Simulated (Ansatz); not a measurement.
A self-consistent single point of LuNi4Sn (R3m, 6 atoms in the cell) with Ansatz (an electronic-structure program).

Method: LDA (PW92), default PAW files made with PBE (plane waves; Ansatz).

The change in words: lattice scaled by 0.98; basis.ecutrho_ratio: default → 12. Reference geometry:
```xyz
6
Lattice="0.0000 3.5129 3.5129 3.5129 0.0000 3.5129 3.5129 3.5129 0.0000" Properties=species:S:1:pos:R:3 pbc="T T T"
Lu     0.0289     0.0289     0.0289
Ni     4.3897     4.3897     4.3897
Ni     4.3897     2.6362     2.6362
Ni     2.6362     2.6362     4.3897
Ni     2.6362     4.3897     2.6362
Sn     1.7565     1.7565     1.7565
```

Reference input (self-consistent single point, DFT, LDA (PW92), plane waves, default PAW files made with PBE): basis.ecutwfc = 30.9 Ry; kpoints.mp_grid.grid = 5 5 5; hamiltonian.xc = lda; hamiltonian.pseudopotentials = {kind: paw} (the program's default PAW files); scf.occupations.method = gaussian; scf.occupations.width = 0.0073 Ry. This run's input differs from it in these lines:

Ansatz 0.2 input:
```diff
@@ -3,5 +3,5 @@
   lattice:
-    - [0.000000, 3.512947, 3.512947]
-    - [3.512947, 0.000000, 3.512947]
-    - [3.512947, 3.512947, 0.000000]
+    - [0.000000, 3.442688, 3.442688]
+    - [3.442688, 0.000000, 3.442688]
+    - [3.442688, 3.442688, 0.000000]
   atoms:
@@ -15,2 +15,3 @@
   ecutwfc: 30.9 Ry
+  ecutrho_ratio: 12
 kpoints:
```

Output (repeated stretches shortened):

```
SCF iter   1: F=—  HF=-43468.724316 eV  |F-HF|=—  |Δ(HF+E_count)|=         —  Δρ=2.57e-2  dr2=2.90e-1  ethr=1.77e-3  ⟨swp⟩=5.6  Hψ=5378  notcnv=0  defer=1
all-band conjugate gradients solve this SCF's bands
preconditioner: auto → Kerker (q_TF=auto, 2.872 Å⁻¹)
SCF iter   2: F=—  HF=-43468.686519 eV  |F-HF|=—  |Δ(HF+E_count)|=   3.78e-2  Δρ=6.51e-3  dr2=1.77e-2  ethr=2.61e-4  ⟨swp⟩=2.7  Hψ=2689  notcnv=0  defer=85
   [... lines left out ...]
SCF iter   6: F=—  HF=-43468.684154 eV  |F-HF|=—  |Δ(HF+E_count)|=   2.76e-5  Δρ=1.35e-4  dr2=1.13e-5  ethr=7.20e-8  ⟨swp⟩=2.0  Hψ=2058  notcnv=0  defer=85
SCF iter   7: F=—  HF=-43468.684153 eV  |F-HF|=—  |Δ(HF+E_count)|=   6.74e-7  Δρ=4.01e-5  dr2=1.07e-6  ethr=1.02e-8  ⟨swp⟩=2.1  Hψ=2015  notcnv=0  defer=85
SCF iter   8: F=—  HF=-43468.684153 eV  |F-HF|=—  |Δ(HF+E_count)|=   6.86e-8  Δρ=1.41e-5  dr2=1.25e-7  ethr=9.60e-10  ⟨swp⟩=2.2  Hψ=2243  notcnv=0  defer=85
SCF iter   9: F=-43468.684153 eV  HF=-43468.684153 eV  |F-HF|=1.21e-8  |Δ(HF+E_count)|=   4.44e-8  Δρ=4.23e-6  dr2=1.07e-8  ethr=9.01e-11  ⟨swp⟩=11.5  Hψ=7417  notcnv=0
SCF 1 converged in 9 iterations: F = -43468.684153 eV  dr2 = 1.07e-8
Free energy (F): -43468.684153 eV
Internal energy: -43468.646224 eV  (E = F + TS)
E sigma→0 (E₀):  -43468.665189 eV
Entropy (-TS):   -0.037930 eV (-6.322 meV/atom)
Fermi energy:    18.290251 eV
--- Forces (eV/Å), atoms counted from 1 ---
  atom   1  Lu    -0.20964988    -0.20964988    -0.20964988
  atom   2  Ni     0.00543366     0.00543366     0.00543366
  atom   3  Ni     0.05112042     0.01218515     0.01218515
  atom   4  Ni     0.01218515     0.01218515     0.05112042
  atom   5  Ni     0.01218515     0.05112042     0.01218515
  atom   6  Sn     0.12873079     0.12873079     0.12873079
--- Stress (GPa, compression-positive) ---
       -4.782321       0.204741       0.204741
        0.204741      -4.782321       0.204741
        0.204741       0.204741      -4.782321
  P = ⅓ Tr σ = -4.7823 GPa (-47.823 kbar)
  The stress holds the Pulay correction. Without it, at fixed plane waves, as pw.x and ABINIT print it: P = -4.8816 GPa
```

The run converged in 9 iterations. Against the reference run the free energy drops by 47.9 meV/atom, the pressure goes from -12.79 to -4.78 GPa and the largest force goes from 0.291 to 0.363 eV/Å.

The starting cell comes from a database of computed structures (which also holds hypothetical and non-ambient phases and stackings), without a prior relaxation at this level. Its lattice was rescaled by up to half a per cent. One atom was moved a little off its site on purpose. For this run, on top of that: lattice scaled by 0.98. Spin polarisation is off. Ansatz's pressure includes its estimate of the finite-basis (Pulay) stress.
